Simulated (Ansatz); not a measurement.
Base system: W (space group Pm-3n, No. 223; a = 5.033 Å).

It is then changed as follows: cell and atoms relaxed at a pressure of 1.5 GPa.

Levels (all Ansatz, a first-principles code, PAW, earlier PAW set): PBEsol (420 eV, spin-orbit coupling left out); PBEsol+SOC (420 eV, noncollinear with spin-orbit coupling).

The geometry is relaxed with PBEsol.

- PBEsol pressure = 1.5 GPa

Question: Predict the pressure from PBEsol+SOC.

Answer: The pressure increases by 0.5 GPa, from 1.5 GPa to 2.0 GPa.

Single points use the geometry relaxed with PBEsol. The spin-orbit shifts are approximate. Load acts through the strain it causes; cell and atoms are relaxed under it. Whether these cells are dynamically stable was not tested. The runs without spin-orbit coupling are not spin-polarised. This is not the structure that W has at room temperature and ambient pressure.
